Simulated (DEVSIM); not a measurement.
Device: abrupt Si p-n junction, at 300 K.

```
layer (left to right)  material  thickness (μm)  Nd (cm⁻³)  Na (cm⁻³)  τn (s)  τp (s)
---------------------  --------  --------------  ---------  ---------  ------  ------
1                            Si            6.70          -     1.6e18  5.8e-6  5.8e-6
2                            Si             100     5.7e14          -  5.8e-6  5.8e-6
```

Left contact: ohmic. Right contact: ohmic. Voltage is applied to the left contact. Recombination: SRH at mid-gap, Auger. Mobility is μmin + (μ − μmin)/(1 + (N/Nref)^α).

This is a model device: material constants are rounded textbook-type values typed into the input, and sizes, dopings and lifetimes were drawn at random. Values at 300 K.

```
parameter           Si
-------------  -------
gap (eV)         1.124
affinity (eV)     4.05
permittivity      11.7
Nc (cm⁻³)      2.86e19
Nv (cm⁻³)       3.1e19
μn (cm²/Vs)       1417
μp (cm²/Vs)        470
μn,min              52
μp,min              45
Nref,n          9.7e16
Nref,p          2.2e17
αn                0.68
αp                0.72
Cn (cm⁶/s)     2.8e-31
Cp (cm⁶/s)     9.9e-32
```

Simulated with DEVSIM: 1D drift-diffusion, Boltzmann statistics, complete ionisation; no tunnelling, impact ionisation, image-force lowering or self-heating.

The doping Na of layer 1 was swept, all else fixed.

```json
[
 {"doping Na of layer 1 (cm^-3)": "4.8e16", "dark forward voltage at 1 A/cm² (V)": "0.641", "dark forward voltage at 100 A/cm² (V)": "1.147", "largest field in the device at zero bias (V/cm)": "15000", "potential step across the device at zero bias (V)": "0.677"},
 {"doping Na of layer 1 (cm^-3)": "1.6e17", "dark forward voltage at 1 A/cm² (V)": "0.648", "dark forward voltage at 100 A/cm² (V)": "1.020", "largest field in the device at zero bias (V/cm)": "23000", "potential step across the device at zero bias (V)": "0.708"},
 {"doping Na of layer 1 (cm^-3)": "4.8e17", "dark forward voltage at 1 A/cm² (V)": "0.651", "dark forward voltage at 100 A/cm² (V)": "0.946", "largest field in the device at zero bias (V/cm)": "39000", "potential step across the device at zero bias (V)": "0.736"},
 {"doping Na of layer 1 (cm^-3)": "1.6e18", "dark forward voltage at 1 A/cm² (V)": "0.652", "dark forward voltage at 100 A/cm² (V)": "0.907", "largest field in the device at zero bias (V/cm)": "69000", "potential step across the device at zero bias (V)": "0.768"},
 {"doping Na of layer 1 (cm^-3)": "4.8e18", "dark forward voltage at 1 A/cm² (V)": "0.652", "dark forward voltage at 100 A/cm² (V)": "0.895", "largest field in the device at zero bias (V/cm)": "120000", "potential step across the device at zero bias (V)": "0.796"}
]
```

From the first row to the last the dark forward voltage at 1 A/cm² goes from 0.641 to 0.652. From the first row to the last the dark forward voltage at 100 A/cm² goes from 1.147 to 0.895.
